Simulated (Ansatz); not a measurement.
## What tensor shear ε_xz = −0.74 % does to Mo

Consider Mo in the bcc (W type) structure (space group Im-3m, No. 229; a = 3.130 Å). Axes: x, y, z lie along the cube axes.

One thing is altered: a pure shear with ε_xz = ε_zx = -0.0074; the atoms relax in the strained cell.

All numbers come from PBEsol/PAW in Ansatz (a quantum-chemistry and plane-wave program), spin-orbit coupling left out. Settings: 21×21×21 k-points, 0.05 eV Fermi–Dirac smearing.

The volume per atom hardly moves (15.33 Å³ against 15.32 Å³) and the space group becomes Fmmm (No. 69) (base: Im-3m (No. 229)). The shortest interatomic distance falls by 1.3 pm (271.0 pm → 269.7 pm) and the energy goes up by 1.1 meV/atom. The pressure (mean of the normal stresses, compression positive) stays 0.0 GPa and the band gap stays zero. The stress (xx, yy, zz, yz, xz, xy; compression positive) is (0.1, 0.0, 0.1, 0.0, 1.6, 0.0) GPa (rough).

Final structure:

```xyz
1
Lattice="-1.5764 1.5648 1.5764 1.5532 -1.5648 1.5532 1.5764 1.5648 -1.5764" Properties=species:S:1:pos:R:3 pbc="T T T"
Mo     0.0000     0.0000     0.0000
```

Without a gap, meshes like the base's 21×21×21 leave anisotropic stresses uncertain by several tenths of a GPa, and small strain energies with them. No phonon test of stability was made. All final runs are without spin polarisation.
